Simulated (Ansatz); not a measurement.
## Ag (P6₃/mmc, No. 194, 2 atoms in the cell; start COD 1509145; another form than the element's usual one)

All values below come from r²SCAN+rVV10 (Ansatz, a quantum-chemistry and plane-wave program, PAW).

Run with plane-wave cutoff 560 eV, 24×24×12 k mesh (along the axes of the cell as run), Fermi–Dirac smearing 0.05 eV, no spin polarisation, scalar-relativistic PAW data made under PBE.

Cell (relaxed at this level):

```cif
data_Ag2
_chemical_formula_sum 'Ag2'
_space_group_name_H-M_alt 'P63/mmc'
_space_group_IT_number 194
_space_group_name_Hall '-P 6c 2c'
_cell_length_a 2.87930
_cell_length_b 2.87930
_cell_length_c 4.72615
_cell_angle_alpha 90.000
_cell_angle_beta 90.000
_cell_angle_gamma 120.000
loop_
_atom_site_label
_atom_site_type_symbol
_atom_site_symmetry_multiplicity
_atom_site_Wyckoff_symbol
_atom_site_fract_x
_atom_site_fract_y
_atom_site_fract_z
_atom_site_occupancy
Ag1 Ag 2 c 0.33333 0.66667 0.25000 1
```

| Item | Value |
|---|---|
| band gap | zero (no gap) |

Note: the relaxation could not lower the start's symmetry, so the cell can be a saddle point above a distorted one.

Spin–orbit coupling is not included.

The computed numbers hold no vibrational or temperature effects.

Cost on a shared machine: very roughly 3 core-minutes.
